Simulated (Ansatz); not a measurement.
Structures of equal composition on the (000-1) surface of wurtzite GaN (N plane on top): 2x2 O adatom at H3; 2x2 O adatom at T4. The slabs share one bottom face, and each structure is named by its start. These are constructed structures in small cells; real faces may alloy, dewet or reconstruct in larger ones, and not all known structures of the face are among them. Slabs of about 14 Å with all that they carry, Fermi-Dirac smearing of 0.025 eV. Bottom of the slabs: H caps. Relaxed from the named starts with such symmetry as they have, on meshes of like density; energies extrapolated to zero smearing; no spin-orbit coupling, no U. Spin-polarised runs, if any, are marked in brackets, and their order is one that fits the cell; the others ran without spin. Where a second, spin-polarised start was run, the lower counts.

Host crystal: wurtzite GaN, with a band gap (PBE, scalar-relativistic without spin-orbit coupling).

Level of theory: r2SCAN, at the PBE geometry (plane waves to 500 eV, PAW; Ansatz, a quantum-chemistry and plane-wave program).

Problem. Rank these by energy per 1x1 cell (lowest first), as r2SCAN, at the PBE geometry gives it.

Solution. 2x2 O adatom at H3 (0.000 eV (1 N–O bonds formed) [spin, 3.0 μB a cell], no gap over 0.04 eV on the mesh), 2x2 O adatom at T4 (0.470 eV (2 N–O bonds formed) [spin, 1.0 μB a cell], gap 0.43 eV on the mesh)
